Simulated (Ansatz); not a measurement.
CF2 on the 1x1 (111) surface of fcc Cu, one in a 2x2 cell, energies for each (22.8 Å²). Energies are against CF4(g) − F2(g), without zero-point or thermal terms; each row is named by its start.

Method: PBE (plane waves to 420 eV, PAW; Ansatz, a program for electronic structure).

Model: 19-atom slab, 6.2 Å thick at the start under the adsorbate (thin: gaps and levels are the slab's own), 6x6x1 mesh, Fermi-Dirac 0.1 eV, dipole correction, 8 atoms held, the rest relaxed; each run with such symmetry as its start has; no spin, no spin-orbit, no U, no dispersion correction.

A negative adsorption energy means that the adsorbate is more stable on the surface than in its reference. Starts that drift may end in the same place. Heights count from the host atoms within 0.3 Å of the top one.

```tsv
starting site	E_ads (eV)	height (Å)	nearest host atom (Å)	bonded to	Δ work function (eV)	lateral drift (Å)
top Cu	6.46	2.04	Cu 1.88	Cu	-0.29	0.0
hollow Cu-Cu-Cu over Cu at depth 2.1 Å	6.46	2.04	Cu 1.88	Cu	-0.28	1.5
hollow Cu-Cu-Cu over Cu at depth 4.1 Å	6.46	2.04	Cu 1.88	Cu	-0.28	1.5
bridge Cu-Cu (span 2.6 Å)	[?]	1.68	Cu 2.02	2 Cu	[?]	0.0
```

**Question.** What belongs in the gaps?

**Answer.** 
- bridge Cu-Cu (span 2.6 Å), E_ads (eV): 6.34
- bridge Cu-Cu (span 2.6 Å), Δ work function (eV): 0.47
